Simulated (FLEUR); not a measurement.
Worked example: self-consistent single point of SnTe (I4mm, 2 atoms in the cell) in FLEUR.

Method: PBEsol, all-electron FLAPW (FLEUR), scalar-relativistic valence run with FLEUR.

```yaml
crystal:
  lattice:
    - [0.00000, 3.14420, 3.14420]
    - [3.14420, 0.00000, 3.14420]
    - [3.14420, 3.14420, 0.00000]
  atoms:
    - { symbol: Sn, position: [0.00795, 0.00795, 0.99205] }
    - { symbol: Te, position: [0.50000, 0.50000, 0.50000] }
```

Reference input (self-consistent single point, DFT, PBEsol, all-electron FLAPW (FLEUR), scalar-relativistic valence): Kmax = 3.8 1/bohr; GmaxXC = 15.2 1/bohr; xcFunctional = PBEs; jspins = 1; l_soc = F; mode = hist; fermiSmearingEnergy = 0.00036749 Htr; mesh (inpgen div1-3) = 3 3 3; inpgen gamma flag = false; Gmax = 15.2 1/bohr; numbands = 0; maxIterBroyd = 25. This run's input differs from it in these lines:

```diff
@@ -15,3 +15,3 @@
 &exco xctyp='PBEs' /
-&kpt div1=3 div2=3 div3=3 /
+&kpt div1=4 div2=4 div3=4 /
 &end /
```

The program printed (abridged):

```
 Iteration:     1   Distance:       3.01319229 me/bohr^3
 Iteration:     2   Distance:       2.79976221 me/bohr^3
 Iteration:     3   Distance:       1.40975291 me/bohr^3
 Iteration:     4   Distance:       0.49562522 me/bohr^3
 Iteration:     5   Distance:       0.39532485 me/bohr^3
   [... 6 lines left out ...]
 Iteration:    12   Distance:       0.00005488 me/bohr^3
 Iteration:    13   Distance:       0.00008355 me/bohr^3
 Iteration:    14   Distance:       0.00001713 me/bohr^3
 Iteration:    15   Distance:       0.00000093 me/bohr^3
 Reset of history
 Run finished successfully
 Stop message:
   Structural relaxation: new displacements generated

[file out, last iteration]
             iter=     16
[...]
          total density-effective poten   -2.1540456634E+04
          total charge density-energy d   -3.3584705393E+02
 Updated energy parameters for spin:           1
[...]
 fermi energy and band-weighting factors:

[...]
FERMIE:
          first approx. to ef    (T=0)  :   0.249707 htr   (energy of the highest occ. eigenvalue)
          number of occ. states  (T=0)  :        300
          first approx. to seigv (T=0)  : -15.798450 htr
          sum of weights of occ. states :  15.000000
          sum of semicore charge        :   0.000000 e
FERHIS:  Fermi-Energy by histogram:
          bandgap                     :   0.028225 htr
   [... lines left out ...]
          charge neutrality (T=0)     :   0.000000    (zero if the highest occ. eigenvalue is "entirely" occupied)
 Direct bandgap for spin            1 :    2.8225192734803534E-002  Htr
 ---->    free energy=                    -12970.4472144526 htr
   [... lines left out ...]
      extrapolation for T->0
 ---->    total electron energy=          -12970.4472144526 htr
 ***** TOTAL FORCES ON ATOMS *****
 TOTAL FORCE FOR ATOM TYPE=  1  X=  0.000   Y=  0.000   Z=  0.094
                       FX_TOT= 0.000000 FY_TOT= 0.000000 FZ_TOT=-0.000127
 TOTAL FORCE FOR ATOM TYPE=  2  X=  5.942   Y=  5.942   Z=  5.942
                       FX_TOT= 0.000000 FY_TOT= 0.000000 FZ_TOT= 0.000125
```

The run converged in 15 iterations. FLEUR gives forces in its relaxation mode, with a further iteration, so its stop message speaks of a relaxation. Against the reference run the free energy rises by 49.0 meV/atom, the largest force goes from 0.034 to 0.007 eV/Å and the gap on the mesh goes from 1.553 to 0.768 eV.

The starting cell has typed, rounded lattice constants, without a prior relaxation at this level. Its lattice was rescaled by up to half a per cent. One atom was moved a little off its site on purpose. Spin-orbit coupling is off. Values depend on the basis (sphere radii, cutoffs, local orbitals), which need not be converged. Another mesh or the band path of this cell gives a smaller gap, so this value is not converged in the mesh.

Cost on one core of a shared machine: roughly 60 s.
